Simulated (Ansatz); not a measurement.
Structures of equal composition on the (110) surface of bcc W: a layer of In in place of the second plane; a layer of In in place of the third plane. The slabs share one bottom face, and each structure is named by its start. These are constructed structures in small cells; real faces may alloy, dewet or reconstruct in larger ones, and not all known structures of the face are among them. Slabs of about 11 Å, Fermi-Dirac smearing of 0.1 eV. Bottom of the slabs: a bare face, its two planes held. Relaxed from the named starts with such symmetry as they have, on meshes of like density; energies extrapolated to zero smearing; spin only where a row says so; no spin-orbit coupling, no U. Brackets mark spin-polarised runs, whose order is one that fits the cell.

These are PBE (plane waves to 420 eV, PAW; Ansatz, a program for electronic structure) values and carry that method's errors.

Question: Order them by energy per 1x1 cell (lowest first) at the level PBE.

Answer: a layer of In in place of the third plane (0.000 eV), a layer of In in place of the second plane (0.193 eV)
